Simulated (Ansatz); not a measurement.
TiSi (model structure, started from the rocksalt type, Fm-3m, No. 225, 2 atoms in the cell)

Method: PBE in Ansatz (plane waves, PAW).

Run with plane-wave cutoff 500 eV, 12×12×12 k mesh, Fermi–Dirac smearing 0.05 eV, no spin polarisation, scalar-relativistic PAW data made under PBE.

Cell (relaxed at this level):

```cif
data_SiTi
_chemical_formula_sum 'Si1 Ti1'
_space_group_name_H-M_alt 'P 1'
_space_group_IT_number 1
_cell_length_a 3.60150
_cell_length_b 3.60150
_cell_length_c 3.60150
_cell_angle_alpha 60.000
_cell_angle_beta 60.000
_cell_angle_gamma 60.000
loop_
_space_group_symop_operation_xyz
  'x, y, z'
loop_
_atom_site_label
_atom_site_type_symbol
_atom_site_fract_x
_atom_site_fract_y
_atom_site_fract_z
_atom_site_occupancy
Si1 Si 0.00000 0.00000 0.00000 1
Ti1 Ti 0.50000 0.50000 0.50000 1
```

| Quantity | Value |
|---|---|
| band gap | zero (no gap) |

Note: the relaxation could raise the start's symmetry but not lower it, so the cell can be a saddle point.

Computed values are for the static lattice.

A model structure was made by putting elements into a prototype or built by hand; it is no filed structure, need not be a known phase, and can be a saddle point held by its symmetry.

Ansatz is a first-principles code.
